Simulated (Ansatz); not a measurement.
Functionals compared on CH3 on the 1x1 (0001) surface of hcp Ru, one in a 2x2 cell, started at the site 'hollow Ru-Ru-Ru', in Ansatz (plane waves, PAW). The structure was relaxed with PBE; the other rows are single points on it, each with its references at the same level. Cutoff 420 eV (500 eV for r2SCAN).

Slab: 20 atoms, 6.3 Å thick at the start under the adsorbate (thin: gaps and levels are the slab's own); k 6x6x1, smearing 0.1 eV, dipole-corrected; 8 atoms held, the rest relaxed; start symmetry kept, larger cells not searched; no spin, no spin-orbit, no U, no dispersion correction. At the end it is bonded to 3 Ru. In PBE it is, or lies within 0.03 eV of, the lowest of the starts that converged. These notes are the PBE run's. Adsorption energies are against CH4(g) − ½ H2(g). A negative adsorption energy means that the adsorbate is more stable on the surface than in its reference.

```json
[
 {"functional": "PBE", "adsorption energy (eV)": "0.35", "work function of the top face (eV)": "3.73", "change of the work function (eV)": "-1.27", "rough cost of the single point": "–"},
 {"functional": "RPBE", "adsorption energy (eV)": "0.68", "work function of the top face (eV)": "3.62", "change of the work function (eV)": "-1.21", "rough cost of the single point": "very roughly 70 core-seconds"},
 {"functional": "r2SCAN", "adsorption energy (eV)": "[?]", "work function of the top face (eV)": "[?]", "change of the work function (eV)": "[?]", "rough cost of the single point": "roughly 2.2 core-minutes"}
]
```

Question: Fill in the missing entries.

Answer: 
- r2SCAN, adsorption energy (eV): 0.19
- r2SCAN, work function of the top face (eV): 3.73
- r2SCAN, change of the work function (eV): -1.27

Ansatz is a quantum-chemistry and plane-wave program.
